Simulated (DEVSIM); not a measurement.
System: abrupt Si p-n junction, at 300 K.

| layer (left to right) | material | thickness (μm) | Nd (cm⁻³) | Na (cm⁻³) | τn (s) | τp (s) |
|---|---|---|---|---|---|---|
| 1 | Si | 71.0 | - | 5.3e16 | 1.9e-5 | 1.9e-5 |
| 2 | Si | 0.340 | 3.9e15 | - | 1.9e-5 | 1.9e-5 |

Left contact: ohmic. Right contact: ohmic. Voltage is applied to the left contact. Recombination: SRH at mid-gap. Mobility is constant in doping. Where it depends on doping, it is μmin + (μ − μmin)/(1 + (N/Nref)^α).

Constants are typed, rounded textbook-type inputs, not results; the design itself was drawn at random and stands for no fabricated device. Values at 300 K; Nc and Nv go as T^1.5, mobilities as T to minus their exponent, the gap by Varshni's rule with the affinity fixed. The table also holds parameters that only a changed run uses.

| parameter | Si |
|---|---|
| gap (eV) | 1.124 |
| affinity (eV) | 4.05 |
| permittivity | 11.7 |
| Nc (cm⁻³) | 2.86e19 |
| Nv (cm⁻³) | 3.1e19 |
| μn (cm²/Vs) | 1417 |
| μp (cm²/Vs) | 470 |
| μn,min | 52 |
| μp,min | 45 |
| Nref,n | 9.7e16 |
| Nref,p | 2.2e17 |
| αn | 0.68 |
| αp | 0.72 |
| T exponent of μn | 2.3 |
| T exponent of μp | 2.2 |
| Cn (cm⁶/s) | 2.8e-31 |
| Cp (cm⁶/s) | 9.9e-32 |
| Varshni α (eV/K) | 0.000473 |
| Varshni β (K) | 636 |

Model (solved in DEVSIM): 1D drift-diffusion, Boltzmann statistics, complete ionisation; no tunnelling, impact ionisation, image-force lowering or self-heating.

Base results: potential step across the device at zero bias (V) 0.729; dark forward voltage at 100 A/cm² (V) 0.814; dark forward voltage at 1 A/cm² (V) 0.498; largest field in the device at zero bias (V/cm) 30000.

### Question
What follows from this one change: doping Nd of layer 2 3.9e+15 → 1.2e+17 cm^-3?

### Answer
potential step across the device at zero bias 0.729 → 0.818 V; dark forward voltage at 100 A/cm² 0.814 → 0.871 V; dark forward voltage at 1 A/cm² 0.498 → 0.610 V; largest field in the device at zero bias 30000 → 93000 V/cm.

### Question
What follows from this one change: temperature 300 → 350 K?

### Answer
potential step across the device at zero bias 0.729 → 0.636 V; dark forward voltage at 100 A/cm² 0.814 → 0.782 V; dark forward voltage at 1 A/cm² 0.498 → 0.370 V; largest field in the device at zero bias 30000 → 27000 V/cm.
